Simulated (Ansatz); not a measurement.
CaO: Ca → Sr

Base system: CaO in the rock salt structure (space group Fm-3m, No. 225; a = 4.7671 Å).

Now apply this change: full substitution Ca → Sr, then cell and atoms are relaxed.

Method: PBEsol (Ansatz, an electronic-structure program), spin-orbit coupling left out. Γ-centred 11×11×11 mesh, Fermi–Dirac width 0.05 eV, for the changed cell.

```json
{
  "volume_per_atom": "16.80 Å³ (base 13.54 Å³)",
  "density": "5.12 g/cm³ (base 3.44 g/cm³)",
  "space_group": "Fm-3m (No. 225) (base Fm-3m (No. 225))",
  "shortest_interatomic_distance": "2.561 Å (base 2.384 Å)",
  "band_gap": "3.20 eV (base 3.54 eV)",
  "gap_character": "indirect, Γ → X (base indirect, Γ → X)",
  "smallest_direct_gap": "3.26 eV (base 3.92 eV)",
  "width_of_the_top_valence_band": "1.15 eV (base 1.26 eV)",
  "electron_mass": "1.2 mₑ along k, 0.39 mₑ across (at X) (base 1.4 mₑ along k, 0.42 mₑ across (at X))"
}
```

Final structure:

```
CELL_PARAMETERS angstrom
      0.00000     2.56125     2.56125
      2.56125     0.00000     2.56125
      2.56125     2.56125     0.00000
ATOMIC_POSITIONS crystal
  Sr 0.00000 0.00000 0.00000
  O  0.50000 0.50000 0.50000
```

Cost of the whole job for the changed cell (relaxation, final SCF and bands): around 13 core-seconds (rough).

Masses are band curvatures over ±0.01 Å⁻¹ around the edge. Along k means along the line from Γ to the band edge. Stability against distortions was not tested.
